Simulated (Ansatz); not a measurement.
Band structure of YbCdNi4 (F-43m, 6 atoms in the cell).

```
YbCdNi4
1.0
   -2.40488     2.40488     3.40102
    2.40488    -2.40488     3.40102
    2.40488     2.40488    -3.40102
Yb Cd Ni
1 1 4
Direct
  0.25000   0.75000   0.50000
  0.00000   0.00000   0.00000
  0.12515   0.37505   0.75010
  0.62495   0.37505   0.24990
  0.62495   0.87485   0.24990
  0.62495   0.37505   0.75010
```

Computed with LDA (PW92), PAW files made with PBE (plane waves; Ansatz, a program for electronic structure).

Settings: kpoints.mp_grid.grid = 9 9 9; hamiltonian.xc = lda; hamiltonian.pseudopotentials = {kind: paw} (an earlier, softer set of the program's PAW files); scf.occupations.method = gaussian; scf.occupations.width = 0.01 Ry; kpoints.band_path.npoints = 8.

The starting cell comes from a database of computed structures (which also holds hypothetical and non-ambient phases and stackings), without a prior relaxation at this level. Its lattice was rescaled by a random factor within 2.5 % of one. Spin-orbit coupling is off. Spin polarisation is off.

Levels in eV from the Fermi level, bands 56 to 63:
```json
[
 {"point": "Γ", "56": "0.29", "57": "0.29", "58": "0.44", "59": "0.44", "60": "0.44", "61": "0.89", "62": "2.16", "63": "2.16"},
 {"point": "X", "56": "-0.29", "57": "-0.24", "58": "-0.24", "59": "-0.04", "60": "1.55", "61": "1.55", "62": "1.67", "63": "4.13"},
 {"point": "W", "56": "-0.25", "57": "-0.24", "58": "-0.22", "59": "-0.05", "60": "0.11", "61": "2.25", "62": "3.64", "63": "3.78"},
 {"point": "K", "56": "-0.26", "57": "-0.24", "58": "-0.23", "59": "-0.10", "60": "0.73", "61": "1.55", "62": "3.54", "63": "4.06"},
 {"point": "L", "56": "-0.25", "57": "-0.22", "58": "0.29", "59": "1.12", "60": "1.31", "61": "1.31", "62": "3.45", "63": "3.45"},
 {"point": "U", "56": "-0.26", "57": "-0.24", "58": "-0.23", "59": "-0.10", "60": "0.73", "61": "1.55", "62": "3.54", "63": "4.06"}
]
```

Bands cross the Fermi level along this path, so the cell is metallic at this level.

Keys are those of Ansatz 0.2.
